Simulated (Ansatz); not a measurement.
A 16-atom cell of (Si,C) started in the hexagonal diamond (lonsdaleite) structure, site fractions Si 0.875, C 0.125, short-range order -0.14 in the first shell of the mixed sites (0 is random, a negative value favours unlike neighbours), space group Cm at the end. The mixed sublattice has 16 sites.

The mixing enthalpy is taken against the end members in the hexagonal diamond (lonsdaleite) type (which need not be the stable form of Si and C), relaxed in the same cell and mesh.

These are r2SCAN (plane waves to 500 eV, PAW; Ansatz, a quantum-chemistry and plane-wave program) values and carry that method's errors. No spin–orbit coupling. Its k-point mesh 4×4×4, Fermi–Dirac width 0.01 eV.

| cell | energy at zero smearing (eV) |
|---|---|
| Si | -10224.844 |
| C | -4024.446 |
| CSi7 | -9447.546 |

### Question
Work out the mixing enthalpy per mixed site and the interaction parameter Ω of a regular solution.

### Answer
With x = 2/16 of the second end member, ΔH = [-9447.546 − 14/16 × (-10224.844) − 2/16 × (-4024.446)] / 16 = 141 meV against the separate end members. Ω = ΔH / x(1 − x) = 1285 meV.
